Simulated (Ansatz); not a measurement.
# Response to strain in SiO2

Take SiO₂ in the rutile structure (space group P4_2/mnm, No. 136; a = 4.2359 Å, c = 2.6899 Å) as the base. Axes: x, y, z lie along a, b, c of the conventional cell.

Strains are applied to the cell and any free atomic positions relax; under biaxial strain the out-of-plane vector relaxes too.

Levels (all Ansatz, a quantum-chemistry and plane-wave program, PAW, earlier PAW set): PBE (420 eV, no spin-orbit coupling); r2SCAN (500 eV, no spin-orbit coupling).

The base cell above is that of PBE; each level relaxes its own structures.

```tsv
case	band gap, PBE	band gap, r2SCAN
biaxial strain −2.45 %, plane normal [001], relaxed out of plane	5.45 eV	6.98 eV
biaxial strain +1.06 %, plane normal [001], relaxed out of plane	4.90 eV	___
biaxial strain +1.25 %, plane normal [001], relaxed out of plane	4.88 eV	___
biaxial strain +4.78 %, plane normal [001], relaxed out of plane	4.51 eV	5.86 eV
isotropic strain −0.91 %	5.49 eV	___
isotropic strain −0.62 %	5.35 eV	___
isotropic strain +0.92 %	4.63 eV	6.06 eV
isotropic strain +1.90 %	4.20 eV	5.59 eV
```

What belongs in the blanks?


- biaxial strain +1.06 %, plane normal [001], relaxed out of plane, band gap, r2SCAN: 6.35 eV
- biaxial strain +1.25 %, plane normal [001], relaxed out of plane, band gap, r2SCAN: 6.32 eV
- isotropic strain −0.91 %, band gap, r2SCAN: 7.01 eV
- isotropic strain −0.62 %, band gap, r2SCAN: 6.85 eV

PBE lies below r2SCAN in every row, by 1.35 eV to 1.53 eV. They put the cases in the same order.

Stability against distortions was not tested.
